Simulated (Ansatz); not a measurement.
An Ansatz (an electronic-structure program) run: CdGeAs2 with a change (biaxial strain +2.25 %, plane normal [001], relaxed out of plane); PBEsol (Ansatz; PAW; 420 eV plane waves; no SOC).

Input:

Ansatz 0.2 input:
```yaml
crystal:
  lattice:
    - [6.0756831556, 0, 0]
    - [0, 6.0756831556, 0]
    - [3.0378415778, -3.0378415778, 5.5923385868]
  atoms:
    - { symbol: Cd, position: [0, 0, 0] }
    - { symbol: Cd, position: [0.25, 0.25, 0.5] }
    - { symbol: Ge, position: [0.5, 0.5, 0] }
    - { symbol: Ge, position: [0.75, 0.75, 0.5] }
    - { symbol: As, position: [0.625, 0.4002649875, 0.25] }
    - { symbol: As, position: [0.4002649875, 0.125, 0.75] }
    - { symbol: As, position: [0.125, 0.8497350125, 0.25] }
    - { symbol: As, position: [0.8497350125, 0.625, 0.75] }
basis: { ecutwfc: 420, ecutrho_ratio: 4, xc_grid: 2, fft_grid_basis: typed }
kpoints: { mp_grid: { grid: [8, 8, 8] } }
hamiltonian:
  xc: pbesol
  dispersion: none
  pseudopotentials: { kind: paw }
scf: { occupations: { method: fermi_dirac, width: 0.05 } }
relax: { f_tol: 0.005, max_steps: 50, cell: { stress_tol: 0.01, fix: [a, b, gamma] } }
output: { forces: true, stress: true }
checkpoint: { write: state.ck, write_every: 1000 }
```

Output (explanatory and most iteration lines left out):

```
Relaxation: its limit of steps is 50 (relax.max_steps)
Pseudopotential: Cd, paw, valence charge 20
Pseudopotential: Ge, paw, valence charge 14
Pseudopotential: As, paw, valence charge 15
Crystal: 8 atoms, lattice volume = 206.435 Å³
Basis set: ecut = 420 eV, 4035 PW (Γ), exchange–correlation on 90×90×96 points (8 copies of the dense FFT grid, shifted against one another)
Bands: 77, of which v1, the nominal top of the filled ones, is band 64 counted from 1 (63 counted from 0)
Symmetry: 8 space group operations
Space group: I-42d (ITA 122), of the structure as read, at distance tolerance 5.9e-5 Å
k-points: 59 of 512 (time reversal used)
Functional: x = pbesol(κ = 0.804, μ = 0.12345679012345678), c = pbesol(β = 0.046)
SCF iter   1: F=—  HF=-44127.611935 eV  |F-HF|=—  |Δ(HF+E_count)|=         —  Δρ=3.58e-3  dr2=3.27e-2  ethr=1.77e-3  ⟨swp⟩=6.0  Hψ=15570  notcnv=0  defer=5
SCF iter   2: F=—  HF=-44127.604088 eV  |F-HF|=—  |Δ(HF+E_count)|=   7.85e-3  Δρ=1.48e-3  dr2=7.07e-3  ethr=2.55e-5  ⟨swp⟩=3.0  Hψ=9407  notcnv=0  defer=71
SCF 1 converged in 8 iterations: F = -44127.602940 eV  dr2 = 9.12e-8
relax step   1: F+E_penalty+E_count = -44127.60294018 eV  Δ(F+E_penalty+E_count) = +0.000e0 eV  max|allowed force component| = 6.816e-2 eV/Å  Δτ_max = 0.0000 Å  P = -1.949 GPa  Ω = 206.435 Å³  fix = [a, b, gamma]  reactions: a -2.352, b -2.352 GPa  (8 SCF iters, dr2 threshold 1.00e-7 eV, accepted)
[... steps on the carried basis left out ...]
relax step   4: F+E_penalty+E_count = -44127.61725016 eV  Δ(F+E_penalty+E_count) = -2.913e-5 eV  max|allowed force component| = 6.832e-5 eV/Å  Δτ_max = 0.0013 Å  P = -1.064 GPa  Ω = 202.943 Å³  energy of the carried Pulay correction = +5.587e-4 eV  fix = [a, b, gamma]  reactions: a -1.596, b -1.596 GPa  (4 SCF iters, dr2 threshold 8.34e-9 eV, accepted)
Crystal: 8 atoms, lattice volume = 202.943 Å³
SCF iter   1: F=—  HF=-44127.616666 eV  |F-HF|=—  |Δ(HF+E_count)|=         —  Δρ=2.42e-5  dr2=2.13e-7  ethr=9.86e-8  ⟨swp⟩=3.0  Hψ=26477  notcnv=0
SCF iter   2: F=—  HF=-44127.616694 eV  |F-HF|=—  |Δ(HF+E_count)|=   2.85e-5  Δρ=1.28e-5  dr2=8.20e-8  ethr=1.67e-10  ⟨swp⟩=2.0  Hψ=8235  notcnv=0
SCF 5 converged in 7 iterations: F = -44127.616694 eV  dr2 = 7.41e-13
SCF converged after 7 iterations
Free energy (F): -44127.616694 eV
Internal energy: -44127.616192 eV  (E = F + TS)
E sigma→0 (E₀):  -44127.616443 eV
Entropy (-TS):   -0.000502 eV (-0.063 meV/atom)
Fermi energy:    8.518480 eV
--- Forces (eV/Å), atoms counted from 1 ---
  atom   1  Cd     0.00000000     0.00000000     0.00000000
  atom   2  Cd    -0.00000000     0.00000000     0.00000000
  atom   3  Ge     0.00000000     0.00000000     0.00000000
  atom   4  Ge    -0.00000000     0.00000000    -0.00000000
  atom   5  As    -0.00000000     0.00002886     0.00000000
  atom   6  As     0.00002886     0.00000000     0.00000000
  atom   7  As     0.00000000    -0.00002886     0.00000000
  atom   8  As    -0.00002886    -0.00000000     0.00000000
--- Stress (GPa, compression-positive) ---
       -1.595843      -0.000000       0.000000
       -0.000000      -1.595843       0.000000
        0.000000       0.000000      -0.000443
  P = ⅓ Tr σ = -1.0640 GPa (-10.640 kbar)
--- Relaxed structure (4 steps of the walk, 4 accepted, 1 SCFs on fresh bases) ---
  cell:  # Å, volume = 202.9431 Å³
    - [6.0756831556, 0.0, 0.0]
    - [0.0, 6.0756831556, 5.5421449142557786e-33]
    - [3.0378415778, -3.0378415778, 5.497738149317392]
  atoms:
    - { symbol: Cd, position: [2.2306178266681353e-20, 2.676741392001743e-20, -1.4125257108307265e-35] }
    - { symbol: Cd, position: [0.25, 0.25, 0.5] }
    - { symbol: Ge, position: [0.5, 0.5, -2.2734937631466073e-35] }
    - { symbol: Ge, position: [0.75, 0.75, 0.5] }
    - { symbol: As, position: [0.625, 0.4017087953961056, 0.25] }
    - { symbol: As, position: [0.4017087953961057, 0.125, 0.75] }
    - { symbol: As, position: [0.125, 0.8482912046038945, 0.25] }
    - { symbol: As, position: [0.8482912046038946, 0.625, 0.75] }
```

Whether these cells are dynamically stable was not tested. The cell was made from CdGeAs2 in the chalcopyrite structure (space group I-42d, No. 122) by this change: biaxial strain +2.25 %, plane normal [001], relaxed out of plane.
